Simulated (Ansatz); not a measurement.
## What each level gives and costs: SnClF (Pnma, 12 atoms in the cell)

Cell: a = 6.0964 Å, b = 4.3117 Å, c = 10.2968 Å, α = 90.00°, β = 90.00°, γ = 90.00°.

Program: Ansatz (a first-principles code), default PAW files made with PBE; each row names its functional.

Base settings: basis.ecutwfc = 420 eV; kpoints.mp_grid.grid = 2 3 1; hamiltonian.xc = hse06; hamiltonian.pseudopotentials = {kind: paw} (the program's default PAW files); scf.occupations.method = fixed.

Differences are taken from HSE06, a reference of convenience: it is no measurement, and no ranking of the functionals follows.

Core times come from one kind of shared machine and are given to one figure; runs under 30 s give none.

The starting cell comes from a database of computed structures (which also holds hypothetical and non-ambient phases and stackings), without a prior relaxation at this level. Its lattice was rescaled by a random factor within 2.5 % of one. Ansatz's pressure includes its estimate of the finite-basis (Pulay) stress.

| level | gap on the mesh less reference (eV) | pressure less reference (GPa) | largest difference in the force on any atom (eV/Å) | core time / reference (rough) |
|---|---|---|---|---|
| PBEsol | -1.085 | -1.14 | 0.124 | – |
| PBE0 | 0.725 | -0.11 | 0.008 | 1 |
| HSE06 | 0.000 | 0.00 | 0.000 | 1 |

Keys are those of Ansatz 0.2.
